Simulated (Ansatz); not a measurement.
```
KBr
1.0
    0.00000     3.29091     3.29091
    3.29091     0.00000     3.29091
    3.29091     3.29091     0.00000
K Br
1 1
Direct
  0.00000   0.00000   0.00000
  0.50000   0.50000   0.50000
```

No spin polarisation.

Calculations: PBEsol, PAW, 420 eV (Ansatz, a first-principles code; scalar-relativistic without spin-orbit coupling). Γ-centred 9×9×9 mesh, Fermi–Dirac width 0.05 eV.

Q: Predict the electron mass, band gap, gap character and pressure.

A: The electron mass is 0.37 mₑ (at Γ) and the band gap is 4.30 eV. The gap character is direct at Γ and the pressure is -2.1 kbar.

The cells carry an imposed strain or load. Masses are band curvatures over ±0.01 Å⁻¹ around the edge. No phonon test of stability was made. The cell was made from KBr in the rock salt structure (space group Fm-3m, No. 225) by this change: isotropic strain +0.50 %.
